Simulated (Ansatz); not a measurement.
## Effect of isotropic strain +0.50 % on GaAs

The parent structure is GaAs in the zinc blende structure (space group F-43m, No. 216; a = 5.6028 Å).

Modification: every lattice vector is stretched by 0.50 %, atoms relaxed at fixed cell.

Computed with LDA (Ansatz, a quantum-chemistry and plane-wave program, PAW, spin-orbit coupling left out). Settings: 10×10×10 k-points, 0.05 eV Fermi–Dirac smearing.

```csv
quantity,base,changed,shift
space group,F-43m (No. 216),F-43m (No. 216),–
energy relative to the base (free energy F),0 meV/atom,+1.1 meV/atom,+1.1 meV/atom
pressure,0.01 GPa,-1.06 GPa,-1.07 GPa
band gap,0.49 eV,0.38 eV,-0.11 eV
gap character,direct at Γ,direct at Γ,–
electron mass,0.029 mₑ (at Γ),0.023 mₑ (at Γ),–
"hole mass (degenerate bands, along [100])","0.028, 0.33, 0.33 mₑ (at Γ)","0.023, 0.34, 0.34 mₑ (at Γ)",–
"valley order (the lowest conduction-band minima on the path, energy above the VBM, named in the base's zone)","Γ 0.49 eV; L along ⟨111⟩ 0.92 eV; a point along ⟨100⟩, about 1.0 Å⁻¹ from Γ 1.26 eV","Γ 0.38 eV; L along ⟨111⟩ 0.88 eV; a point along ⟨100⟩, about 1.0 Å⁻¹ from Γ 1.29 eV",–
```

Final structure:

```xyz
2
Lattice="0.0000 2.8154 2.8154 2.8154 0.0000 2.8154 2.8154 2.8154 0.0000" Properties=species:S:1:pos:R:3 pbc="T T T"
Ga     0.0000     0.0000     0.0000
As     1.4077     1.4077     1.4077
```

Effective masses come from finite differences of ±0.01 Å⁻¹. Stability against distortions was not tested.
